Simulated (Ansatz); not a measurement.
The reference is BeS in the zinc blende structure (space group F-43m, No. 216; a = 4.8760 Å).

Perturbation: a negative pressure, −2 GPa.

Levels (all Ansatz, a first-principles code, PAW): PBE (420 eV, no SOC); r2SCAN (500 eV, without spin-orbit coupling); HSE06 (420 eV, spin-orbit coupling left out); PBE+SOC (420 eV, with spin-orbit coupling).

One geometry, relaxed with PBE, under each level:

Notes on the quantities. hole mass: degenerate bands, along [100].

The valence-band top lists the three highest levels at Γ (Kramers pairs under SOC), from the VBM.

| level | band gap | lowest conduction level above the VBM at special points | valence-band top at Γ | electron mass | hole mass | pressure |
|---|---|---|---|---|---|---|
| PBE | 3.19 eV | X 3.19 eV; U 4.40 eV; K 4.40 eV; L 5.33 eV | 0.00, 0.00, 0.00 eV | 0.85 mₑ along k, 0.29 mₑ across (at X) | 0.33, 0.59, 0.59 mₑ (at Γ) | -1.99 GPa |
| r2SCAN | (withheld) | (withheld) | – | (withheld) | (withheld) | (withheld) |
| HSE06 | 4.14 eV | X 4.14 eV; U 5.42 eV; K 5.42 eV; Γ 6.73 eV | – | – | – | – |
| PBE+SOC | 3.16 eV | X 3.16 eV; U 4.36 eV; K 4.36 eV; L 5.30 eV | 0.00, 0.00, -0.09 eV | 0.85 mₑ along k, 0.29 mₑ across (at X) | 0.39, 0.58 mₑ (at Γ) | -1.99 GPa |

Give the withheld r2SCAN results.


- r2SCAN, band gap: 3.65 eV
- r2SCAN, lowest conduction level above the VBM at special points: X 3.65 eV; U 4.88 eV; K 4.88 eV; L 5.93 eV
- r2SCAN, electron mass: 0.80 mₑ along k, 0.29 mₑ across (at X)
- r2SCAN, hole mass: 0.34, 0.59, 0.59 mₑ (at Γ)
- r2SCAN, pressure: -2.50 GPa

Single points use the geometry relaxed with PBE. Their cutoffs differ, which shifts pressures a little. HSE06 gaps are upper bounds (no full band path). Differences between runs with and without spin-orbit coupling are approximate. Load acts through the strain it causes; cell and atoms are relaxed under it. Effective masses come from finite differences of ±0.01 Å⁻¹. Along k means along the line from Γ to the band edge. Whether these cells are dynamically stable was not tested.
